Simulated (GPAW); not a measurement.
Band structure of Zn (P6_3/mmc, 4 atoms in the cell).

```xyz
4
Lattice="2.8314 0.0000 0.0000 -1.4157 2.4521 0.0000 0.0000 0.0000 9.1100" Properties=species:S:1:pos:R:3 pbc="T T T"
Zn     0.0000     0.0000     0.0000
Zn     0.0000     0.0000     4.5550
Zn     0.0000     1.6347     2.2775
Zn     1.4157     0.8174     6.8325
```

Method of the run: PBE, GPAW PAW datasets PBE (gpaw-data 1.0.1) (plane waves; GPAW).

Settings: mode = pw; ecut = 800 eV; xc = PBE; kpts = 13 13 4; mesh shift (steps) = 0 0 0; occupations.name = methfessel-paxton; occupations.width = 0.272 eV; occupations.order = 0; nbands = -10; symmetry.symmorphic = false; symmetry.tolerance = 0.0005; maxiter = 120; bandpath_npoints = 40.

The starting cell was generated: these elements placed on a structure prototype, without a prior relaxation; it need not be a known phase or ordering of this composition. Its lattice was rescaled by a random factor within 2.5 % of one.

Levels in eV from the Fermi level, bands 21 to 28:
```tsv
point	21	22	23	24	25	26	27	28
Γ	-7.16	-7.03	-7.03	-2.79	-1.39	7.26	7.26	14.15
M	-3.24	-3.05	-2.01	-1.96	-0.68	-0.53	3.82	4.06
K	-1.11	-0.89	-0.89	0.22	0.76	0.76	1.16	1.32
A	-7.08	-7.08	-5.48	-5.48	2.22	2.22	13.01	13.01
L	-2.94	-2.94	-2.55	-2.55	0.60	0.60	1.74	1.74
H	-0.70	-0.70	-0.48	-0.48	-0.33	-0.33	2.87	2.87
```

Bands cross the Fermi level along this path, so the cell is metallic at this level.
